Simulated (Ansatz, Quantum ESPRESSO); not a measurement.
# Code comparison for PIr2 (Fm-3m, 3 atoms in the cell)

Self-consistent single point.

```yaml
crystal:
  lattice:
    - [0.00000, 2.77874, 2.77874]
    - [2.77874, 0.00000, 2.77874]
    - [2.77874, 2.77874, 0.00000]
  atoms:
    - { symbol: P, position: [0.00000, 0.00000, 0.00000] }
    - { symbol: Ir, position: [0.25000, 0.25000, 0.25000] }
    - { symbol: Ir, position: [0.75000, 0.75000, 0.75000] }
```

Shared settings, as Ansatz (a program for electronic structure) writes them: kpoints.mp_grid.grid = 10 10 10; magnetization.spin_orbit = true; scf.occupations.method = gaussian; scf.occupations.width = 0.0037 Ry. Potentials and cutoffs stand in the table.

```
code                                                                                                     model  pressure (GPa)   cutoff
----------------  --------------------------------------------------------------------------------------------  --------------  -------
Quantum ESPRESSO  LDA (PZ), spin-orbit coupling, PSlibrary fully relativistic ultrasoft (LDA) pseudopotentials           -6.32    65 Ry
Ansatz                                            LDA (PW92) with spin-orbit coupling, PAW files made with PBE           -8.46  default
```

The spread over the programs that give each value: pressure within 2.14 GPa.

Ansatz's pressure is given at a fixed set of plane waves, as the other plane-wave codes print theirs; with its correction for the finite basis it is -8.28 GPa. The same LDA comes in different parametrisations, which differ slightly.

The starting cell comes from a database of computed structures (which also holds hypothetical and non-ambient phases and stackings), without a prior relaxation at this level.

Left out of this page: ABINIT (failed or unconverged); Elk (not drawn, or without a comparable value); FLEUR (stopped by limits of time or memory).

Keys are those of Ansatz 0.2.
